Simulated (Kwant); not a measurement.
Model: effective-mass tight-binding model on a square grid, one spin, coherent transport at 0 K (Kwant). Conductance is in e²/h.

System: quantum point contact (saddle potential) in a Si two-dimensional gas. Effective mass 0.19 mₑ, grid spacing 8.3 nm, hard walls, nominal width 200 nm (25 grid rows, so walls 215.8 nm apart), one parabolic valley, scattering region 600 nm long along x; energies count from the band bottom; Fermi energy 0.00052 eV. Potential (V0 + ½k y²) cos²(πx/L) for |x| < L/2, with V0 swept from 0.000546 to 0 eV, k = 5.3e-07 eV/nm², L = 230 nm.

Constants are typed, rounded textbook-type inputs, not results; the design itself was drawn at random and stands for no fabricated device.

Sweep values stay those of the base run.

One input was changed, with this effect: G at V0 = 0.2770 meV 0.62 → 0.55 e²/h; G at V0 = 0.4115 meV 0.063 → 0.043 e²/h; mean G over the sweep 0.55 → 0.53 e²/h; G at V0 = 0.1424 meV little changed (0.99 e²/h).

Q: Which change was it?
(A) magnetic field 0 → 0.26 T
(B) curvature of the confinement 5.3e-07 → 1.1e-06 eV/nm²
(C) effective mass 0.19 → 0.11 mₑ

A: A, magnetic field 0 → 0.26 T
